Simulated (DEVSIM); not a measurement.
System: abrupt GaAs n-p junction, at 300 K.

| layer (left to right) | material | thickness (μm) | Nd (cm⁻³) | Na (cm⁻³) | τn (s) | τp (s) |
|---|---|---|---|---|---|---|
| 1 | GaAs | 46.0 | 5.1e15 | - | 3.1e-10 | 3.1e-10 |
| 2 | GaAs | 0.340 | - | 2.7e16 | 3.1e-10 | 3.1e-10 |

Left contact: ohmic. Right contact: ohmic. Voltage is applied to the left contact. Recombination: SRH at mid-gap, radiative, Auger. Mobility is μmin + (μ − μmin)/(1 + (N/Nref)^α).

This is a model device: material constants are rounded textbook-type values typed into the input, and sizes, dopings and lifetimes were drawn at random. Values at 300 K.

```tsv
parameter	GaAs
gap (eV)	1.424
affinity (eV)	4.07
permittivity	12.9
Nc (cm⁻³)	4.7e17
Nv (cm⁻³)	9e18
μn (cm²/Vs)	8500
μp (cm²/Vs)	400
μn,min	500
μp,min	20
Nref,n	6e16
Nref,p	1.5e17
αn	0.39
αp	0.38
B (cm³/s)	2e-10
Cn (cm⁶/s)	1e-30
Cp (cm⁶/s)	1e-30
```

Simulated with DEVSIM: 1D drift-diffusion, Boltzmann statistics, complete ionisation; no tunnelling, impact ionisation, image-force lowering or self-heating.

The doping Nd of layer 1 was swept, all else fixed.

```tsv
doping Nd of layer 1 (cm^-3)	dark forward voltage at 1 A/cm² (V)	potential step across the device at zero bias (V)	largest field in the device at zero bias (V/cm)
1.5e14	?	1.066	?
5.1e14	0.903	1.097	13000
1.5e15	0.918	1.125	21000
5.1e15	0.931	1.157	36000
1.5e16	0.936	1.185	55000
5.1e16	0.936	1.216	76000
1.5e17	0.935	1.244	88000
```

### Question
What belongs in the gaps?

### Answer

- 1.5e14, dark forward voltage at 1 A/cm² (V): 0.898
- 1.5e14, largest field in the device at zero bias (V/cm): 10000
